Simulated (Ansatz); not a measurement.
The starting structures come from a database of crystals and need not be the phases stable at ambient conditions.

 Where the default PAW files enter, the runs use the earlier of Ansatz's two default sets.

Evanescent states of GaS (P6_3/mmc, not sure to be the ambient phase, 8 atoms a cell, 21.4 Å³ an atom) along the normal of (100)

Calculation: PBEsol (plane waves, PAW; Ansatz, a program for electronic structure).

The gap is the functional's own, uncorrected, and κ follows it; spin-orbit coupling is left out. Mid-gap values are interpolated between the computed energies.

Energies count from the valence-band top; κ is the least over a 8×2 mesh across the current.

| E (eV) | κ (1/Å) | where |
|---|---|---|
| 0.04 | 0.170 | Γ |
| 0.12 | 0.174 | Γ |
| 0.20 | 0.173 | Γ |
| 0.28 | 0.171 | Γ |
| 0.36 | 0.169 | Γ |
| 0.44 | 0.167 | Γ |
| 0.52 | 0.164 | Γ |
| 0.60 | 0.160 | Γ |
| 0.68 | 0.156 | Γ |
| 0.76 | 0.151 | Γ |
| 0.84 | 0.145 | Γ |
| 0.92 | 0.138 | Γ |
| 1.00 | 0.129 | Γ |
| 1.08 | 0.120 | Γ |
| 1.16 | 0.108 | Γ |
| 1.24 | 0.094 | Γ |
| 1.32 | 0.076 | Γ |
| 1.40 | 0.039 | off Γ |

Q: How thick must the barrier be to attenuate the transmission by 10^4 when the electrodes' Fermi level lies at 0.12 eV, and what attenuation does that film give at 1.00 eV?

A: d = 4 ln 10 / (2 × 0.174) = 26.5 Å. At 1.00 eV it gives 4 × 0.129/0.174 = 3.0 decades.
